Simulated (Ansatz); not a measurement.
System: NiSe2 (Pnnm, No. 58; cell taken from a computed entry). Method: r²SCAN-D4 in Ansatz (PAW).

Numerical settings: plane-wave cutoff 500 eV, 8×8×12 k mesh (along the axes of the cell as run), Fermi–Dirac smearing 0.05 eV, no spin polarisation, scalar-relativistic PAW data made under PBE.

Computed at the level's own relaxed cell.

Give the computed volume per atom.


volume per atom: 17.63 Å³/atom

Note: the run has no spin polarisation, so it can have missed a magnetic state; the relaxation could not lower the start's symmetry, so the cell can be a saddle point above a distorted one.

Computed values are for the static lattice.

It cost very roughly 10 core-minutes of CPU time.

Ansatz is a quantum-chemistry and plane-wave program.
